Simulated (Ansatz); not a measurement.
Nb3Au (Cmmm), PBEsol, DFPT electron-phonon coupling, linearised Boltzmann equation (Ansatz, a program for electronic structure). Phonon-limited resistivity 12.4 μΩ·cm at 300 K along x (a = (1.71, -2.18, 0.00) Å; b = (1.71, 2.18, 0.00) Å; c = (0.00, 0.00, 9.27) Å), 17.0 μΩ·cm at 400 K, current-weighted mean free path 6.3 nm, Drude plasma energy 6.45 eV.

Question: What Drude relaxation time do resistivity and plasma energy imply?

Answer: ω_p = 9.80e15 s⁻¹, so τ = 1/(ε₀ ω_p² ρ) = 9.49 fs, a damping ħ/τ of 69.4 meV.

Question: Estimate the electronic thermal conductivity at 300 K by the Wiedemann-Franz law (L₀ = 2.44×10⁻⁸ W·Ω/K²).

Answer: L₀T/ρ = 2.44×10⁻⁸ × 300/(12.4×10⁻⁸) = 59.0 W/(m·K). Inelastic scattering puts the true Lorenz number somewhat under L₀ near and below the Debye temperature.

Question: Estimate the resistivity of a 40 nm square wire with diffuse walls from ρ ≈ ρ₀(1 + 3ℓ/4d).

Answer: 1 + 0.75 × 6.3/40 = 1.12, so ρ ≈ 13.9 μΩ·cm and a line 1 μm long has 86.7 Ω. The formula is the free-electron limit for d well above ℓ; grain boundaries add to it.

A metal at this level (no band gap). Only scattering by harmonic phonons is included (no impurities, grain boundaries, electron-electron scattering or thermal expansion). Spin-orbit coupling is left out, which matters with elements this heavy. Halving the electron mesh (32x32x12) moves the resistivity by up to 6 % at 300 K, the mean free path by up to 5 %. Smearing 0.20 eV; phonons on a 5x5x2 q mesh, which this run doesn't test.

Computed structure with no diffraction record at hand here (it may be known, metastable or hypothetical): Nb3Au (Cmmm).
